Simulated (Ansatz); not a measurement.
Amorphous Hf$_{19}$O$_{36}$, 55 atoms at 9.06 g/cm³, one PBE-relaxed geometry, zone centre. Methods: PBE, scalar-relativistic without spin-orbit coupling (Ansatz, a quantum-chemistry and plane-wave program); r2SCAN, scalar-relativistic without spin-orbit coupling (Ansatz); HSE06, scalar-relativistic without spin-orbit coupling (Ansatz). Plane waves to 420 eV (r2SCAN 500 eV); exact exchange is cut at the cell's faces. The usual formal charges leave 4 electrons over, so the level spacing at the Fermi energy parts defect or band states and needn't be the band gap. The higher rungs were started with moments on some atoms, which died out.

Preparation: random packing, an ab initio melt and quench, and a relaxation. The hot cell started wider than the set density and was brought back towards it in steps. It is a model cell: composition and starting density were chosen by hand, and all elements were melted together. No dispersion term was used. Its density started from a set value of 9.06 and ended at 9.06 g/cm³. The quench (nominally 830 K/ps over its main leg) was far faster than any real one, so the model tends to hold more defects than a real film. One small periodic cell is one sample of the glass; other quenches scatter about these values. The volume was held where the preparation left it and the shape relaxed, at a PBE pressure of -2.4 GPa (tension). Stress components on the final sampling reach 2.4 GPa. On a 2×2×2 Γ-centred mesh force components of up to 0.22 eV/Å stay, since the relaxation ran on the zone centre alone.

The relaxation ran on the zone centre alone. At PBE the level spacing at the Fermi energy is 0.73 eV on a 2×2×2 Γ-centred mesh, and the spacing at the zone centre alone 0.84 eV.

Task: What zone-centre spacing does r2SCAN give, roughly?

Result: 0.99 eV (+0.15 eV against PBE).

Task: What zone-centre spacing does HSE06 give, roughly?

Result: 1.49 eV (+0.65 eV against PBE).

The highest filled and the lowest empty state spread over these numbers of atoms (participation numbers): PBE: 9.1 and 24.2; r2SCAN: 8.4 and 23.2; HSE06: 8.0 and 24.1.
